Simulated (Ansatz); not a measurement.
Start from HgS (space group P3_221, No. 154; a = 4.1387 Å, c = 9.4079 Å; made of chains).

The values are results of PBEsol, PAW, 420 eV (Ansatz, a quantum-chemistry and plane-wave program; no spin-orbit coupling), not measurements.

Base values:

The band gap is 1.23 eV, the electron mass is 0.40 mₑ along c, 1.4 mₑ across (at Γ) and the lattice parameter a comes out as 4.139 Å. The smallest direct gap is 1.26 eV and the gap character comes out as indirect, k = (0, 0.111, 1/4) in the run's primitive reciprocal basis → Γ.

Perturbation: cell and atoms relaxed at a pressure of 5 GPa.

How does this affect the band gap?

The band gap falls by 0.41 eV (1.23 eV → 0.82 eV).

What does the calculation give for the electron mass after the change?

The electron mass goes from 0.40 mₑ along c, 1.4 mₑ across (at Γ) to 0.39 mₑ along c, 1.1 mₑ across (at Γ).

Predict the new lattice parameter a.

The lattice parameter a falls by 0.206 Å, from 4.139 Å to 3.933 Å.

Predict the new smallest direct gap.

The smallest direct gap drops by 0.336 eV to 0.93 eV.

Predict the new gap character.

The gap character changes from indirect, k = (0, 0.111, 1/4) in the run's primitive reciprocal basis → Γ to indirect, A → Γ.

With Hg present, leaving out spin-orbit coupling can change the band edges. Load acts through the strain it causes; cell and atoms are relaxed under it. Masses are band curvatures over ±0.01 Å⁻¹ around the edge. Stability against distortions was not tested. No other phases were tried under pressure. No dispersion term is included in the PBEsol runs.
